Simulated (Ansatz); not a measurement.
**What biaxial strain −2.58 %, plane normal [001], relaxed out of plane does to Au**

Take Au in the fcc (Cu type) structure (space group Fm-3m, No. 225; a = 4.0829 Å; relaxed with 0.1 eV smearing) as the base. Axes: x, y, z lie along the cube axes.

The change: biaxial strain −2.58 %, plane normal [001], relaxed out of plane (Cartesian); in-plane vectors clamped, the third vector and the atoms free.

All numbers come from PBEsol in Ansatz (plane waves to 420 eV, PAW, no spin-orbit coupling), earlier PAW set. k-mesh 28×28×28 (Γ-centred); smearing 0.1 eV (Fermi–Dirac).

```json
[
 {"quantity": "volume per atom", "base": "17.02 Å³", "changed": "16.86 Å³", "shift": "-0.16 Å³"},
 {"quantity": "space group", "base": "Fm-3m (No. 225)", "changed": "I4/mmm (No. 139)", "shift": "–"},
 {"quantity": "energy relative to the base (free energy F)", "base": "0 meV/atom", "changed": "+7.3 meV/atom", "shift": "+7.3 meV/atom"},
 {"quantity": "pressure (mean of the normal stresses, compression positive)", "base": "0.0 GPa", "changed": "1.9 GPa", "shift": "+1.9 GPa"},
 {"quantity": "band gap", "base": "zero", "changed": "zero", "shift": "–"},
 {"quantity": "out-of-plane strain", "base": "–", "changed": "+4.39 %", "shift": "–"},
 {"quantity": "ratio −ε⊥/ε∥", "base": "–", "changed": "1.70", "shift": "–"}
]
```

Cost of the whole job for the changed cell (relaxation, final SCF and bands): very roughly 110 core-seconds.

Whether these cells are dynamically stable was not tested.

Ansatz is a quantum-chemistry and plane-wave program.
